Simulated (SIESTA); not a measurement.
**Parameter sweep on AlCo (Pm-3m, 2 atoms in the cell)**

```
AlCo
1.0
    2.79882     0.00000     0.00000
    0.00000     2.79882     0.00000
    0.00000     0.00000     2.79882
Al Co
1 1
Direct
  0.00000   0.00000   0.00000
  0.50000   0.50000   0.50000
```

Base run A: GGA PBE, numerical atomic orbitals TZP, PseudoDojo PBE standard norm-conserving potentials (rewritten from UPF to PSML) run with SIESTA, self-consistent single point.

Its settings: XC.functional = GGA; XC.authors = PBE; potentials = PseudoDojo PBE standard; PAO.BasisSize = TZP; PAO.EnergyShift = 0.005 Ry; MeshCutoff = 350 Ry; kgrid.MonkhorstPack = 9 9 9 shifted by 0.5 0.5 0.5; OccupationFunction = FD; ElectronicTemperature = 100 meV; MaxSCFIterations = 150; SCF.Mixer.Method = Pulay; SCF.Mixer.Weight = 0.2; SCF.Mixer.History = 6; SCF.DM.Tolerance = 1.0E-04.

The starting cell comes from a database of computed structures (which also holds hypothetical and non-ambient phases and stackings), without a prior relaxation at this level. Its lattice was rescaled by a random factor within 2.5 % of one. Spin polarisation is off. Values carry the incompleteness of an atom-centred basis. In the base run, with a pressure of about 11 GPa the cell is away from its equilibrium volume at this level.

Total energies depend on the potentials, the functional and any Hubbard or dispersion term, so they are compared only between runs that share all of them.

Runs:
- B: XC.functional: GGA → LDA; XC.authors: PBE → PW92; pseudopotentials: PseudoDojo PBE standard → PseudoDojo LDA standard [LDA PW92]
- C: XC.authors: PBE → PBEsol; pseudopotentials: PseudoDojo PBE standard → PseudoDojo PBEsol standard [GGA PBEsol]
- D: XC.authors: PBE → RPBE [GGA RPBE]
- E: XC.authors: PBE → revPBE [GGA revPBE]
- F: XC.authors: PBE → BLYP [GGA BLYP]
- G: XC.authors: PBE → WC [GGA WC]
- H: XC.functional: GGA → VDW; XC.authors: PBE → LMKLL [VDW LMKLL]
- I: XC.functional: GGA → VDW; XC.authors: PBE → BH [VDW BH]

```json
[
 {"run": "A", "pressure (GPa)": "10.71"},
 {"run": "B", "pressure (GPa)": "-3.05"},
 {"run": "C", "pressure (GPa)": "4.92"},
 {"run": "D", "pressure (GPa)": "13.36"},
 {"run": "E", "pressure (GPa)": "12.73"},
 {"run": "F", "pressure (GPa)": "17.03"},
 {"run": "G", "pressure (GPa)": "[?]"},
 {"run": "H", "pressure (GPa)": "[?]"},
 {"run": "I", "pressure (GPa)": "[?]"}
]
```

Task: Fill in the missing entries.

Result: 
- G, pressure (GPa): 5.55
- H, pressure (GPa): 21.22
- I, pressure (GPa): 7.65
